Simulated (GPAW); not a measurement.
# How a calculation on TaSi2 (P6_422, 9 atoms in the cell) responds to its settings

```yaml
crystal:
  lattice:
    - [4.78390, 0.00000, 0.00000]
    - [-2.39195, 4.14298, 0.00000]
    - [0.00000, 0.00000, 6.57000]
  atoms:
    - { symbol: Ta, position: [0.50000, 0.00000, 0.00000] }
    - { symbol: Ta, position: [0.50000, 0.50000, 0.66667] }
    - { symbol: Ta, position: [0.00000, 0.50000, 0.33333] }
    - { symbol: Si, position: [0.15897, 0.31794, 0.00000] }
    - { symbol: Si, position: [0.84103, 0.15897, 0.66667] }
    - { symbol: Si, position: [0.68206, 0.84103, 0.33333] }
    - { symbol: Si, position: [0.84103, 0.68206, 0.00000] }
    - { symbol: Si, position: [0.15897, 0.84103, 0.66667] }
    - { symbol: Si, position: [0.31794, 0.15897, 0.33333] }
```

Base run A: LDA (Perdew-Wang 92), GPAW PAW datasets LDA (gpaw-data 1.0.1) (GPAW), self-consistent single point.

Its settings: mode = pw; ecut = 600 eV; xc = LDA; kpts = 5 5 3; mesh shift (steps) = 0 0 0; occupations.name = methfessel-paxton; occupations.width = 0.1 eV; occupations.order = 0; nbands = -15; convergence.density = 1e-05 e/electron; convergence.energy = 1e-05 eV/electron; symmetry.symmorphic = false; symmetry.tolerance = 0.0005; maxiter = 100.

The starting cell comes from a database of published, mostly measured structures (it also holds non-ambient and calculated ones), without a prior relaxation at this level. Spin polarisation is off. In the base run, with a pressure of about -5 GPa the cell is away from its equilibrium volume at this level.

ΔF is the free energy per atom less that of run A. 

| run | mixer.beta | ΔF (meV/atom) | pressure (GPa) | largest force (eV/Å) | iterations |
|---|---|---|---|---|---|
| A | default | 0.00 | -5.10 | 0.027 | 25 |
| B | 0.01 | 0.00 | -5.10 | 0.027 | 53 |
| C | 0.02 | 0.00 | -5.11 | 0.027 | 32 |
| D | 0.1 | 0.00 | -5.10 | 0.027 | 18 |
| E | 0.15 | 0.00 | -5.10 | 0.027 | 17 |
| F | 0.2 | 0.00 | -5.10 | 0.027 | 13 |
| G | 0.3 | 0.00 | -5.10 | 0.027 | 13 |
| H | 0.4 | 0.00 | -5.10 | 0.027 | 10 |

Runs B, C, D, E, F, G, H reached the same state as A (within 1 meV/atom). The fewest iterations to that state were 10 (H); the most were 53.
